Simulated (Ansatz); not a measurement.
Defect migration in hexagonal WC: C vacancy, neutral cell. Level of theory: PBE, PAW (plane waves to 420 eV; Ansatz, a quantum-chemistry and plane-wave program).

Cell of 54 host sites held at the relaxed PBE lattice; a 3×3×3 k-point mesh shifted by half a step along c; Fermi-Dirac width 0.10 eV, spin-restricted; finite-size errors left in. Static, classical nuclei. Spin-orbit coupling is left out. Forms of the defect that were not tried may lie lower.

Barriers: single points on a 4×4×4 k-point mesh shifted by half a step along c at the bands' geometries.

The step: a nearby C atom hops onto the vacant site. Atoms about the jump, Cartesian Å from the middle of the jump, before and after:

| atom | x0 | y0 | z0 | x1 | y1 | z1 |
|---|---|---|---|---|---|---|
| C1 | -0.73 | 1.27 | 1.42 | 0.73 | -1.27 | -1.42 |
| W2 | -0.73 | -0.42 | 0.02 | -0.73 | -0.43 | -0.02 |
| W3 | 2.20 | -0.42 | 0.02 | 2.19 | -0.42 | 0.00 |
| W4 | 0.74 | 2.10 | 0.00 | 0.74 | 2.11 | -0.02 |
| C5 | 0.74 | -1.26 | 1.41 | 0.72 | -1.25 | 1.42 |
| C6 | -0.72 | 1.25 | -1.42 | -0.73 | 1.27 | -1.41 |
| C7 | 2.20 | 1.27 | 1.42 | 2.18 | 1.27 | 1.42 |
| C8 | 2.19 | 1.25 | -1.42 | 2.20 | 1.27 | -1.42 |

Predict the transition state.


```
atom      x      y      z
----  -----  -----  -----
C1     0.71   0.41   0.00
W2    -0.91  -0.52  -0.01
W3     2.34  -0.53   0.01
W4     0.71   2.30  -0.02
C5     0.72  -1.29   1.42
C6    -0.76   1.28  -1.44
C7     2.20   1.28   1.45
C8     2.20   1.27  -1.46
```
It lies 8.07 eV above the start and 8.07 eV above the end. The saddle point's order was not checked, and it lies on a symmetry element of the cell, where a band can be held.
